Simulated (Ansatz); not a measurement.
**CdTe (within 0.1 Å of Fm-3m, No. 225, 4 atoms in the cell; start mp-1008471; a measured phase of this formula has another space group)**

All values below come from r²SCAN+rVV10 (plane waves, PAW; Ansatz, a quantum-chemistry and plane-wave program).

Settings: plane-wave cutoff 500 eV, 10×10×8 k mesh (along the axes of the cell as run), Fermi–Dirac smearing 0.05 eV, scalar-relativistic PAW data made under PBE.

Cell (relaxed at this level):

```cif
data_Cd2Te2
_chemical_formula_sum 'Cd2 Te2'
_space_group_name_H-M_alt 'P 1'
_space_group_IT_number 1
_cell_length_a 4.27062
_cell_length_b 4.27062
_cell_length_c 6.05240
_cell_angle_alpha 90.000
_cell_angle_beta 90.000
_cell_angle_gamma 90.024
loop_
_space_group_symop_operation_xyz
  'x, y, z'
loop_
_atom_site_label
_atom_site_type_symbol
_atom_site_fract_x
_atom_site_fract_y
_atom_site_fract_z
_atom_site_occupancy
Cd1 Cd 0.24992 0.75008 0.75000 1
Cd2 Cd 0.75008 0.24992 0.25000 1
Te1 Te 0.74995 0.25005 0.75000 1
Te2 Te 0.25005 0.74995 0.25000 1
```

For CdTe (within 0.1 Å of Fm-3m, No. 225, 4 atoms in the cell; start mp-1008471; a measured phase of this formula has another space group), the band gap is none.

Spin–orbit coupling is not included.

Static lattice: no zero-point or thermal effects.

Cost on a shared machine: around 17 core-minutes (rough).

A start named mp-… is a Materials Project structure, which need not be a measured phase.
